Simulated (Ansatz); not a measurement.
Phonon-limited resistivity of Ta (Im-3m) against temperature in μΩ·cm, PBEsol, DFPT electron-phonon coupling, linearised Boltzmann equation (Ansatz, an electronic-structure program), harmonic crystal at a fixed cell.

| T | ρ |
|---|---|
| 50 K | 0.89 |
| 77 K | (withheld) |
| 100 K | (withheld) |
| 150 K | 5.8 |
| 200 K | 8.1 |
| 250 K | 10.4 |
| 273 K | 11.4 |
| 300 K | 12.6 |
| 350 K | 14.8 |
| 400 K | 17.0 |
| 500 K | 21 |
| 600 K | 26 |
| 800 K | 35 |

Complete the blanks.


- 77 K, ρ: 2.2
- 100 K, ρ: 3.4

A metal at this level (no band gap). Only scattering by harmonic phonons is included (no impurities, grain boundaries, electron-electron scattering or thermal expansion). Spin-orbit coupling is left out, which matters with elements this heavy. The run warned that the eigensolver left some states short of its tolerance. Halving the electron mesh (28x28x28) moves the resistivity by up to 3 %. Smearing 0.20 eV; phonons on a 6x6x6 q mesh, which this run doesn't test and which matters most at low temperature.
